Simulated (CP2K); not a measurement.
## A self-consistent single point of GaGePt6 (I-42m, 8 atoms in the cell) with CP2K

Method: CP2K 2026.2 with PBEsol, GPW, DZVP-MOLOPT-SR-GTH basis, GTH-PBE potentials (GTH_POTENTIALS).

Input:

```
&GLOBAL
  PROJECT run
  RUN_TYPE ENERGY_FORCE
  PRINT_LEVEL LOW
&END GLOBAL
&FORCE_EVAL
  METHOD Quickstep
  STRESS_TENSOR ANALYTICAL
  &DFT
    BASIS_SET_FILE_NAME BASIS_MOLOPT
    POTENTIAL_FILE_NAME GTH_POTENTIALS
    &QS
      METHOD GPW
      EPS_DEFAULT 1E-10
    &END QS
    &MGRID
      CUTOFF 600
      REL_CUTOFF 50
      NGRIDS 5
    &END MGRID
    &SCF
      SCF_GUESS ATOMIC
      EPS_SCF 1E-7
      MAX_SCF 100
      ADDED_MOS 20
      &DIAGONALIZATION
        ALGORITHM STANDARD
      &END DIAGONALIZATION
      &MIXING
        METHOD BROYDEN_MIXING
        ALPHA 0.2
        NBUFFER 10
      &END MIXING
      &SMEAR ON
        METHOD GAUSSIAN
        SIGMA [eV] 0.2
      &END SMEAR
    &END SCF
    &KPOINTS
      SCHEME MONKHORST-PACK 5 5 5
    &END KPOINTS
    &XC
      &XC_FUNCTIONAL
        &PBE
          PARAMETRIZATION PBESOL
        &END PBE
      &END XC_FUNCTIONAL
    &END XC
    &PRINT
      &MO
        EIGENVALUES T
        OCCUPATION_NUMBERS T
        NDIGITS 8
        FILENAME mo
        &EACH
          QS_SCF 0
        &END EACH
        ADD_LAST NUMERIC
      &END MO
      &MULLIKEN OFF
      &END MULLIKEN
    &END PRINT
  &END DFT
  &SUBSYS
    &CELL
      ABC 5.57234500 5.57234431 5.57234431
      ALPHA_BETA_GAMMA 120.60761110 120.60760927 88.95076952
      PERIODIC XYZ
    &END CELL
    &COORD
      Ga       0.00000000     0.00000000     0.00000000
      Ge       2.83719150     2.78570500     0.00000000
      Pt       4.23019598     4.15343044     1.54551552
      Pt       0.36139465     2.52078445     0.00000000
      Pt       1.39300458     1.36772544     2.35848448
      Pt       2.52697978     0.31517466     0.00000000
      Pt       1.36757700    -1.39285250     1.95200000
      Pt      -1.36757650     1.39285250     1.95200000
    &END COORD
    &KIND Ga
      BASIS_SET DZVP-MOLOPT-SR-GTH-q13
      POTENTIAL GTH-PBE-q13
    &END KIND
    &KIND Ge
      BASIS_SET DZVP-MOLOPT-SR-GTH-q4
      POTENTIAL GTH-PBE-q4
    &END KIND
    &KIND Pt
      BASIS_SET DZVP-MOLOPT-SR-GTH-q18
      POTENTIAL GTH-PBE-q18
    &END KIND
  &END SUBSYS
  &PRINT
    &FORCES ON
    &END FORCES
    &STRESS_TENSOR ON
    &END STRESS_TENSOR
  &END PRINT
&END FORCE_EVAL
```

Output (repeated stretches shortened):

```
 GLOBAL| Method name                                                        CP2K
 GLOBAL| Project name                                                        run
 GLOBAL| Run type                                                   ENERGY_FORCE

 TOTAL NUMBERS AND MAXIMUM NUMBERS

  Total number of            - Atomic kinds:                                   3
                             - Atoms:                                          8
                             - Shell sets:                                     8
                             - Shells:                                        60
                             - Primitive Cartesian functions:                 46
                             - Cartesian basis functions:                    230
                             - Spherical basis functions:                    194

  Maximum angular momentum of- Orbital basis functions:                        3
                             - Local part of the GTH pseudopotential:          2
                             - Non-local part of the GTH pseudopotential:      5

 SCF PARAMETERS         Density guess:                                    ATOMIC
                        max_scf:                                             100
                        max_diis:                                              4
                        eps_scf:                                        1.00E-07
                        eps_diis:                                       1.00E-01
                        eps_eigval:                                     1.00E-05
                        level_shift [a.u.]:                             0.000000
                        added MOs                                        20    0
                        Mixing method:                            BROYDEN_MIXING
                                                charge density mixing in g-space
                        Smear method:                                   GAUSSIAN
                        Smearing width (sigma) [a.u.]:                  7.35E-03
                        Accuracy threshold:                             1.00E-10
                        No outer SCF

 Extrapolation method: initial_guess

 Number of electrons:                                                        125
 Number of occupied orbitals:                                                 63
 Number of molecular orbitals:                                                83

 Number of orbital functions:                                                194
 Number of independent orbital functions:                                    194

 SCF WAVEFUNCTION OPTIMIZATION

  Step     Update method      Time    Convergence         Total energy    Change
     1 NoMix/Diag. 0.20E+00      -     1.27193293      -800.9970927857 -8.01E+02
     2 Broy./Diag. 0.20E+00      -     0.09196107      -807.1026278236 -6.11E+00
     3 Broy./Diag. 0.20E+00      -     0.07032564      -802.2192754628  4.88E+00
     4 Broy./Diag. 0.20E+00      -     0.08219810      -798.8607560843  3.36E+00
     5 Broy./Diag. 0.20E+00      -     0.01127883      -798.7928016356  6.80E-02
     6 Broy./Diag. 0.20E+00      -     0.00389495      -798.8422756747 -4.95E-02
     7 Broy./Diag. 0.20E+00      -     0.00081926      -798.9051767008 -6.29E-02
   [... 2 lines left out ...]
    10 Broy./Diag. 0.20E+00      -     0.00011693      -798.9114041853  3.65E-04
    11 Broy./Diag. 0.20E+00      -     0.00001661      -798.9113219218  8.23E-05
    12 Broy./Diag. 0.20E+00      -     0.00000814      -798.9111890834  1.33E-04
    13 Broy./Diag. 0.20E+00      -     0.00000052      -798.9111420558  4.70E-05
    14 Broy./Diag. 0.20E+00      -     0.00000008      -798.9111352631  6.79E-06

  *** SCF run converged in    14 steps ***

  Electronic density on regular grids:       -124.9999999633        0.0000000367
  Core density on regular grids:              124.9999999909       -0.0000000091
  Total charge density on r-space grids:        0.0000000276
  Total charge density g-space grids:           0.0000000276

  Overlap energy of the core charge distribution:               0.00000001130326
  Self energy of the core charge distribution:              -1202.43683259669979
  Core Hamiltonian energy:                                    274.57764597951819
  Hartree energy:                                             209.88829498483480
  Exchange-correlation energy:                                -80.93689279633773
  Smearing free energy correction:                             -0.00335084576064
  Fermi energy:                                                 0.51302958794336

  Total energy:                                              -798.91113526314336
  Total energy (extrapolated to sigma->0):                   -798.90945984026303

 ENERGY| Total FORCE_EVAL ( QS ) energy [hartree]           -798.911133937768000

 FORCES| Atomic forces [hartree/bohr]
 FORCES|   Atom     x               y               z               |f|
 FORCES|      1  9.46671652E-07  9.05162825E-07  1.73870595E-06   2.17683379E-06
 FORCES|      2 -4.11949551E-07 -4.00793056E-07 -3.65227177E-07   6.80976062E-07
 FORCES|      3  2.26230356E-03  2.22123927E-03  5.05498413E-03   5.96697460E-03
 FORCES|      4 -5.80371710E-03  1.38323701E-03 -3.27872602E-06   5.96627920E-03
 FORCES|      5  2.26300658E-03  2.22193630E-03 -5.05003499E-03   5.96330891E-03
 FORCES|      6  1.27672191E-03 -5.82803859E-03 -3.25067491E-06   5.96624364E-03
 FORCES|      7  7.08425611E-07  6.14001831E-07  5.43138581E-07   1.08345033E-06
 FORCES|      8  6.41349091E-07  7.03414451E-07  5.37883976E-07   1.09336166E-06
 FORCES| Sum     1.99450426E-07  1.95777761E-07  8.74239448E-07
 FORCES| Total atomic force                                       9.17825701E-07

 STRESS| Analytical stress tensor [bar]
 STRESS|                        x                   y                   z
 STRESS|      x       -1.81593653578E+04   8.31850223735E+03   2.33167057610E+01
 STRESS|      y        8.31850223735E+03  -1.84638115908E+04   2.30182405136E+01
 STRESS|      z        2.33167057610E+01   2.30182405136E+01  -2.65981770713E+04
 STRESS| 1/3 Trace                                            -2.10737846733E+04
```

The run converged in 14 iterations.

The starting cell comes from a database of computed structures (which also holds hypothetical and non-ambient phases and stackings), without a prior relaxation at this level. Spin polarisation is off. Values carry the incompleteness of an atom-centred basis. The potentials were made for another functional than the one used.

Cost on one core of a shared machine: roughly 80 s.
